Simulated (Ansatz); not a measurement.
Here is the system:

```
CdS
1.0
    4.07560     0.00000     0.00000
    0.00000     4.07560     0.00000
    2.03780    -2.03780     2.95632
S Cd
1 1
Direct
  0.25000   0.25000   0.50000
  0.00000   0.00000   0.00000
```

No spin polarisation.

All numbers come from Ansatz (an electronic-structure program), PBEsol, PAW, cutoff 420 eV, scalar-relativistic without spin-orbit coupling. k-mesh 10×10×10 (Γ-centred); smearing 0.05 eV (Fermi–Dirac).

**Question.** What pressure (mean of the normal stresses, compression positive) does the calculation give?

**Answer.** 0.35 GPa.

**Question.** Predict the valence-band top at Γ (three highest levels, from the VBM).

**Answer.** 0.00, 0.00, -0.08 eV.

The levels and masses belong to the bands next to the band gap. The cells carry an imposed strain or load. Whether these cells are dynamically stable was not tested. The cell was made from CdS in the zinc blende structure (space group F-43m, No. 216) by this change: biaxial strain −1.04 %, plane normal [001], relaxed out of plane.
